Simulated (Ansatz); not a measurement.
**SrVO3: pressure 5 GPa**

Consider SrVO3 in the cubic perovskite structure (space group Pm-3m, No. 221; a = 3.841 Å; ferromagnetic).

The change: cell and atoms relaxed at a pressure of 5 GPa.

Level of theory: r2SCAN (Ansatz, a program for electronic structure; PAW; 500 eV plane waves; no spin-orbit coupling). k-mesh 12×12×12 (Γ-centred); smearing 0.05 eV (Fermi–Dirac).

Volume per atom: 11.06 Å³ (base 11.33 Å³)
Lattice parameter a: 3.810 Å (base 3.841 Å)
Shortest interatomic distance: 1.905 Å (base 1.920 Å)
Enthalpy H = E + PV relative to the base's energy: +0.35 eV/atom
Band gap: zero (base zero)
Magnetic state: ferromagnetic (base ferromagnetic)

Final structure:

```yaml
crystal:
  lattice:
    - [3.80975, 0.00000, 0.00000]
    - [0.00000, 3.80975, 0.00000]
    - [0.00000, 0.00000, 3.80975]
  atoms:
    - { symbol: Sr, position: [0.00000, 0.00000, 0.00000] }
    - { symbol: V, position: [0.50000, 0.50000, 0.50000] }
    - { symbol: O, position: [0.00000, 0.50000, 0.50000] }
    - { symbol: O, position: [0.50000, 0.50000, 0.00000] }
    - { symbol: O, position: [0.50000, 0.00000, 0.50000] }
```

Cost of the whole job for the changed cell (relaxation, final SCF and bands): very roughly 110 core-seconds.

The magnetic state is the one reached from the starting moments; the real material's order can differ, and small cells can't hold many antiferromagnetic ones. Load acts through the strain it causes; cell and atoms are relaxed under it. Stability against distortions was not tested. No other phases were tried under pressure. No Hubbard U is applied, and correlation can decide whether such a compound is a metal.
